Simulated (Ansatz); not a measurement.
A computed series for SiO2: pressure series

Consider SiO₂ (space group P3_221, No. 154; a = 5.020 Å, c = 5.509 Å).

Cell and atoms are relaxed at each pressure.

Calculations: PBE (Ansatz, a first-principles code), scalar-relativistic without spin-orbit coupling, earlier PAW set.

Candidates:
(a) pressure 2.1 GPa
(b) pressure 9 GPa
(c) pressure −1 GPa
(d) pressure 4.5 GPa

Base values:

```
Item       Value
---------  -----
c/a ratio  1.097
```

Order them by c/a ratio, lowest first.

(c) pressure −1 GPa (1.094), (a) pressure 2.1 GPa (1.103), (d) pressure 4.5 GPa (1.110), (b) pressure 9 GPa (1.124)

Load acts through the strain it causes; cell and atoms are relaxed under it. Whether these cells are dynamically stable was not tested. Competing high-pressure phases were not computed.
